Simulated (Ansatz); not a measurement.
**Ag, response to strain**

Start from Ag in the fcc (Cu type) structure (space group Fm-3m, No. 225; relaxed with 0.1 eV smearing).

```yaml
crystal:
  lattice:
    - [0.00000, 2.00044, 2.00044]
    - [2.00044, 0.00000, 2.00044]
    - [2.00044, 2.00044, 0.00000]
  atoms:
    - { symbol: Ag, position: [0.00000, 0.00000, 0.00000] }
```

Cartesian axes are those of the cell as printed.

Strains are applied to the cell and any free atomic positions relax; under biaxial strain the out-of-plane vector relaxes too.

The values are results of Ansatz (an electronic-structure program), LDA, PAW, cutoff 420 eV, scalar-relativistic without spin-orbit coupling, not measurements.

Candidates:
(a) biaxial strain +1.00 %, plane normal [001], relaxed out of plane
(b) biaxial strain −1.50 %, plane normal [001], relaxed out of plane
(c) biaxial strain −1.00 %, plane normal [001], relaxed out of plane

Task: Order them by out-of-plane strain, highest first.

Result: (b) biaxial strain −1.50 %, plane normal [001], relaxed out of plane (+2.19 %), (c) biaxial strain −1.00 %, plane normal [001], relaxed out of plane (+1.46 %), (a) biaxial strain +1.00 %, plane normal [001], relaxed out of plane (-1.49 %)

Stability against distortions was not tested.
